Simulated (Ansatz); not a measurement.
Start from CdS in the wurtzite structure (space group P6_3mc, No. 186; a = 4.196 Å, c = 6.830 Å).

The values are results of PBE in Ansatz (plane waves to 420 eV, PAW, spin-orbit coupling left out), not measurements.

For the base:

```
Quantity                              Value
---------------------  --------------------
Valence-band top at Γ  0.00, 0.00, -0.04 eV
Pressure                           0.0 kbar
```

Now apply this change: every lattice vector is stretched by 3.00 %; the atoms relax in the strained cell.

Question: How does this affect the energy relative to the base?

Answer: The energy rises by 32 meV/atom.

Question: How does this affect the valence-band top at Γ?

Answer: The valence-band top at Γ (three highest levels, from the VBM) changes from 0.00, 0.00, -0.04 eV to 0.00, 0.00, -0.03 eV.

Question: What happens to the pressure?

Answer: The pressure (mean of the normal stresses, compression positive) goes from zero to -38.5 kbar.

The levels and masses belong to the bands next to the band gap. Stability against distortions was not tested.

Ansatz is a quantum-chemistry and plane-wave program.
